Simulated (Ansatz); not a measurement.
The starting structures come from a database of crystals and need not be the phases stable at ambient conditions.

Input:

```yaml
crystal:
  lattice:
    - [5.03775, 0.00000, 0.00000]
    - [0.00000, 5.20238, 0.00000]
    - [0.00000, 0.00000, 9.97217]
  atoms:
    - { symbol: Hf, position: [0.24559, 0.46490, 0.11542] }
    - { symbol: Hf, position: [0.75441, 0.53510, 0.88458] }
    - { symbol: Hf, position: [0.25441, 0.96490, 0.88458] }
    - { symbol: Hf, position: [0.74559, 0.03510, 0.11542] }
    - { symbol: Hf, position: [0.74559, 0.53510, 0.38458] }
    - { symbol: Hf, position: [0.25441, 0.46490, 0.61542] }
    - { symbol: Hf, position: [0.75441, 0.03510, 0.61542] }
    - { symbol: Hf, position: [0.24559, 0.96490, 0.38458] }
    - { symbol: O, position: [0.00244, 0.26133, 0.47714] }
    - { symbol: O, position: [0.99756, 0.73867, 0.52286] }
    - { symbol: O, position: [0.49756, 0.76133, 0.52286] }
    - { symbol: O, position: [0.50244, 0.23867, 0.47714] }
    - { symbol: O, position: [0.50244, 0.73867, 0.02286] }
    - { symbol: O, position: [0.49756, 0.26133, 0.97714] }
    - { symbol: O, position: [0.99756, 0.23867, 0.97714] }
    - { symbol: O, position: [0.00244, 0.76133, 0.02286] }
    - { symbol: O, position: [0.37420, 0.62649, 0.28946] }
    - { symbol: O, position: [0.62580, 0.37351, 0.71054] }
    - { symbol: O, position: [0.12580, 0.12649, 0.71054] }
    - { symbol: O, position: [0.87420, 0.87351, 0.28946] }
    - { symbol: O, position: [0.87420, 0.37351, 0.21054] }
    - { symbol: O, position: [0.12580, 0.62649, 0.78946] }
    - { symbol: O, position: [0.62580, 0.87351, 0.78946] }
    - { symbol: O, position: [0.37420, 0.12649, 0.21054] }
```

The cell is taken as given; by r2SCAN it stands under a pressure of 4.0 GPa.

Transport runs along the normal of the first two printed cell vectors.

The gap is the functional's own. No spin-orbit coupling. Mid-gap values are those at the computed energy nearest the middle.

Q: Predict the band gap and the smallest decay constant κ at mid-gap from r2SCAN (Ansatz, a first-principles code).

A: Gap 4.87 eV on a 6×6×4 mesh; κ = 0.386 1/Å, at the zone centre.
